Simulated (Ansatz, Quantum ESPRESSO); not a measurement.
# One structure in several programs: HgPPd5 (P4/mmm, 7 atoms in the cell)

Relaxation of cell and atoms.

```xyz
7
Lattice="4.0180 0.0000 0.0000 0.0000 4.0180 0.0000 0.0000 0.0000 7.1805" Properties=species:S:1:pos:R:3 pbc="T T T"
Hg     2.0090     2.0090     0.0000
P      0.0000     0.0000     3.5903
Pd     0.0000     2.0090     2.1749
Pd     0.0000     2.0090     5.0056
Pd     2.0090     0.0000     2.1749
Pd     2.0090     0.0000     5.0056
Pd     0.0000     0.0000     0.0000
```

Shared settings, as Ansatz (a program for electronic structure) writes them: kpoints.mp_grid.grid = 5 5 3; scf.occupations.method = gaussian; scf.occupations.width = 0.1 eV. Potentials and cutoffs stand in the table.

| code | model | final volume (Å³/atom) | cutoff |
|---|---|---|---|
| Ansatz | PBEsol, PAW files made with PBE | 15.27 | 420 eV |
| Quantum ESPRESSO | PBEsol, GBRV 1.5 ultrasoft (PBESOL) pseudopotentials | 15.32 | 40 Ry |

On Ansatz's run: spin-orbit coupling is off. Spin polarisation is off; with an odd number of electrons in the cell that forces a metal, and a magnetic state may lie lower.

The spread over the programs that give each value: final volume within 0.05 Å³/atom.

The programs treat the finite-basis stress differently while the cell relaxes: Ansatz adds an estimate of it.

The starting cell comes from a database of computed structures (which also holds hypothetical and non-ambient phases and stackings), without a prior relaxation at this level. Its lattice was rescaled by a random factor within 2.5 % of one.

Keys are those of Ansatz 0.2.
